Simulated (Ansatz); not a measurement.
A user runs Ansatz (a first-principles code) on LuTlS2 (R-3m, 4 atoms in the cell) and asks whether the run is sound. The aim is a self-consistent single point with DFT, PBEsol, plane waves, default PAW files made with PBE.

Cell that was meant: a = 7.4915 Å, b = 7.4915 Å, c = 7.4915 Å, α = 30.44°, β = 30.44°, γ = 30.44°.

Part of the input:

Ansatz 0.2 input:
```yaml
    - { symbol: Tl, position_ang: [0.000000, 0.000000, 10.708692] }
    - { symbol: S, position_ang: [-0.000000, 0.000000, 5.712016] }
    - { symbol: S, position_ang: [-0.000000, 0.000001, 15.705368] }
total_charge: -1.0
basis:
  ecutwfc: 30.9 Ry
kpoints:
```

Log, with long lists cut:

```
WARN ansatz: RAYON_NUM_THREADS=1 ignored (pool sized by the plan → 1); use --threads N
   [... lines left out ...]
PAW frozen core: S, regenerated for the run's functional, and the local potential with it
Initial density: superposition of atomic densities (neutral atoms scaled as one to the charged cell's electrons …
Initial wavefunctions: pseudopotential atomic-orbital guess
Eigensolver: davidson
Functional: x = pbesol(κ = 0.804, μ = 0.12345679012345678), c = pbesol(β = 0.046)
SCF iter   1: F=—  HF=-27677.959946 eV  |F-HF|=—  |Δ(HF+E_count)|=         —  Δρ=3.94e-1  dr2=1.72e2  ethr=1.77e-3  ⟨swp⟩=7.0  Hψ=18576  notcnv=0
all-band conjugate gradients solve this SCF's bands
preconditioner: auto → LDOS
SCF iter   2: F=—  HF=-27674.803273 eV  |F-HF|=—  |Δ(HF+E_count)|=    3.16e0  S|Δr|=    0.00e0  Δρ=1.39e-1  dr2=2.43e1  ethr=1.77e-3  ⟨swp⟩=4.2  Hψ=11438  notcnv=0
   [... lines left out ...]
SCF iter  11: F=—  HF=-27671.613618 eV  |F-HF|=—  |Δ(HF+E_count)|=   3.74e-5  S|Δr|=    0.00e0  Δρ=3.53e-5  dr2=1.86e-6  ethr=1.41e-7  ⟨swp⟩=2.4  Hψ=6619  notcnv=0  defer=23
SCF iter  12: F=—  HF=-27671.613617 eV  |F-HF|=—  |Δ(HF+E_count)|=   1.01e-6  S|Δr|=    0.00e0  Δρ=8.97e-6  dr2=1.73e-7  ethr=3.66e-9  ⟨swp⟩=2.3  Hψ=6820  notcnv=0  defer=23
SCF iter  13: F=-27671.613617 eV  HF=-27671.613617 eV  |F-HF|=1.46e-8  |Δ(HF+E_count)|=   3.95e-8  S|Δr|=    0.00e0  Δρ=3.76e-6  dr2=2.77e-8  ethr=1.96e-10  ⟨swp⟩=9.8  Hψ=23935  notcnv=0
SCF 1 converged in 13 iterations: F = -27671.613617 eV  dr2 = 2.77e-8
Stability not checked (fill_not_monotonic)
Free energy (F): -27671.613617 eV
Internal energy: -27671.595258 eV  (E = F + TS)
E sigma→0 (E₀):  -27671.607497 eV
Entropy (-TS):   -0.018358 eV (-4.590 meV/atom)
Fermi energy:    11.264385 eV
--- Forces (eV/Å), atoms counted from 1 ---
  atom   1  Lu    -0.00000000    -0.00000000    -0.00000000
  atom   2  Tl     0.00000000     0.00000000     0.00000000
  atom   3  S      0.00000000     0.00000001     0.45580640
  atom   4  S     -0.00000000    -0.00000001    -0.45580640
--- Stress (GPa, compression-positive) ---
       -6.068524       0.000000       0.000000
        0.000000      -6.068524       0.000000
        0.000000       0.000000       1.609908
  P = ⅓ Tr σ = -3.5090 GPa (-35.090 kbar)
  The stress holds the Pulay correction. Without it, at fixed plane waves, as pw.x and ABINIT print it: P = -3.5413 GPa
```

Task: Can these results be used? Check the input.

Result: The run is not sound. The fault is an unintended net charge. A charged periodic cell changes the electron count and is neutralised by a uniform background, so energy, forces and pressure belong to another system. To fix it, remove the charge. The run converged in 13 iterations without an error; against the sound input the pressure goes from 0.20 to -3.51 GPa, the largest force goes from 0.094 to 0.456 eV/Å and no clean gap remains on the mesh (levels overlap or are partly filled), against 1.07 eV before.

An input that runs soundly differs in these lines (not the only fix; some lines may just follow from the change or write a value another way):
```diff
-total_charge: -1.0
```

With that input, the run converged in 9 iterations: free energy E − TS (on the zero of these files) -27682.7660 eV; top of the valence band (on the code's own zero) 9.81 eV; gap on the k-point mesh 1.07 eV; pressure 0.20 GPa; largest force (vector length) 0.094 eV/Å (DFT, PBEsol, plane waves, default PAW files made with PBE).

On the sound input: the starting cell was generated: these elements placed on a structure prototype, without a prior relaxation; it need not be a known phase or ordering of this composition. Spin-orbit coupling is off. Ansatz's pressure includes its estimate of the finite-basis (Pulay) stress.
